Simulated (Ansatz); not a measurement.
Reference: MgO (Fm-3m), PBEsol, rigid bands (plane waves, PAW, scalar-relativistic; Ansatz, a program for electronic structure); axes and stresses refer to this cell.

```xyz
2
Lattice="0.0000 2.1070 2.1070 2.1070 0.0000 2.1070 2.1070 2.1070 0.0000" Properties=species:S:1:pos:R:3 pbc="T T T"
Mg     0.0000     0.0000     0.0000
O      2.1070     2.1070     2.1070
```

The Seebeck coefficient, n-type 1e19 cm⁻³ comes out as -171 μV/K and the hole conductivity mass is 2.3 mₑ. The Seebeck coefficient, p-type 1e19 cm⁻³ is 507 μV/K.

Q: Change: hydrostatic pressure 2 GPa. What happens to Seebeck coefficient, n-type 1e19 cm⁻³, hole conductivity mass, Seebeck coefficient, p-type 1e19 cm⁻³?

A: Seebeck coefficient, n-type 1e19 cm⁻³ moves little, to -173 μV/K; hole conductivity mass moves little, to 2.3 mₑ; Seebeck coefficient, p-type 1e19 cm⁻³ moves little, to 506 μV/K.

Q: Change: uniaxial stress along [111] of 1 GPa (compression positive). What happens to Seebeck coefficient, n-type 1e19 cm⁻³, hole conductivity mass, Seebeck coefficient, p-type 1e19 cm⁻³?

A: Seebeck coefficient, n-type 1e19 cm⁻³ moves little, to -172 μV/K; hole conductivity mass decreases to 2.2 mₑ; Seebeck coefficient, p-type 1e19 cm⁻³ moves little, to 498 μV/K.

Masses are for dilute carriers at 300 K, harmonic means over directions unless an axis is named. Seebeck coefficients are for the stated density at 300 K, with one relaxation time for all states and whether or not that doping can be reached. Spin-orbit coupling is left out unless a row names it. Stresses and pressures are the targets of the relaxation.  The structure type is held under load, also where the real crystal would transform.
